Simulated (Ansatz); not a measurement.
**Linear expansion coefficient of some elemental and intermetallic metals: functionals against measurement**

Computed: quasi-harmonic values at 300 K, zero-point motion included; Ansatz (a quantum-chemistry and plane-wave program), plane waves, PAW, no spin-orbit coupling. Unit: 10⁻⁶/K.

| crystal | LDA | PBE | measured |
|---|---|---|---|
| W (bcc (W type), Im-3m) | 4.49 | 4.79 | 4.50 |
| fcc (Cu type) Pt | 9.13 | 11.50 | 8.80 |
| Ca in the fcc (Cu type) structure | 22.99 | 22.40 | 22.30 |
| hcp (Mg type) Sc | 9.42 | 11.37 | 10.20 |
| fcc (Cu type) Rh | 7.76 | 9.44 | 8.20 |

### Question
What are the mean and median signed errors and the mean absolute error of each functional over these crystals, which is its worst case, and is the sign systematic?

### Answer
LDA: mean -1 %, median 0 %, mean absolute 4 %, worst Sc (-8 %), too high in 2 of 5. PBE: mean +13 %, median +11 %, mean absolute 13 %, worst Pt (+31 %), too high in 5 of 5. The smallest mean absolute error in this sample is LDA's. These misses hold whatever the vibrational approximation and the meshes add; that part was not separated from the functional's. The runs of Ca (PBE), W (LDA), W (PBE) noted for some cells that some bands missed the eigensolver's tolerance; how far this moves their values was not measured.

How the rows were picked: 5 drawn at random from 18 crystals of this class, out of a list of well-known materials fixed without regard to these values, that have a measured value near 300 K, finished at all these levels with no failed check and kept their space group (10 more lack a level or, for metals, share no mesh). Not counted are runs whose study broke down (unstable modes, extrapolation, over 7 % swelling), metals on 2×2×2 phonon meshes and crystals kept out of this collection; none was dropped for the size of its miss. The first recommended value of the table was taken, not the nearest; crystal-database cells and sources from 2025 on were not used.

Measured values: Kaye and Laby Online (NPL), 2.3.5 Thermal expansion; Wikipedia, Thermal expansivities of the elements.

The PAW data sets were generated under PBE and serve the other functionals too.
